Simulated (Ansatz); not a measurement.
The reference is SnSe2 in the CdI2 type structure (space group P-3m1, No. 164; a = 3.840 Å, c = 6.006 Å; layered, stacked along the Cartesian z axis).

(Cell as relaxed with PBE-D3(BJ).)

Levels (all Ansatz, a quantum-chemistry and plane-wave program, PAW): PBE-D3(BJ) (420 eV, no spin-orbit coupling); r2SCAN+rVV10 (500 eV, no spin-orbit coupling).

Each level relaxes its own structure.

```json
[
 {"base": "volume per atom", "PBE-D3(BJ)": "25.57 Å³", "r2SCAN+rVV10": "26.33 Å³"},
 {"base": "lattice parameter a", "PBE-D3(BJ)": "3.840 Å", "r2SCAN+rVV10": "3.826 Å"},
 {"base": "band gap", "PBE-D3(BJ)": "0.36 eV", "r2SCAN+rVV10": "0.94 eV"}
]
```

Modification: a hydrostatic pressure of 15 GPa.

```tsv
quantity	PBE-D3(BJ)	r2SCAN+rVV10
volume per atom	20.53 Å³	___
band gap	zero	___
c/a ratio	1.431	___
```

**Question.** What does r2SCAN+rVV10 give?

**Answer.** 
- volume per atom, r2SCAN+rVV10: 20.93 Å³
- band gap, r2SCAN+rVV10: zero
- c/a ratio, r2SCAN+rVV10: 1.476

PBE-D3(BJ)'s volume per atom lies 0.40 Å³ below r2SCAN+rVV10's (1.9 %); PBE-D3(BJ)'s c/a ratio lies 0.0443 below r2SCAN+rVV10's; the two agree on the band gap. Neither level is exact; r2SCAN+rVV10 is the comparison here, not a measurement.

The mesh was chosen for an insulator and is coarse for the gapless case. Load acts through the strain it causes; cell and atoms are relaxed under it. Whether these cells are dynamically stable was not tested. Competing high-pressure phases were not computed. All final runs are without spin polarisation. The zero or small gap of SnSe2 under pressure 15 GPa can change with the level of theory.
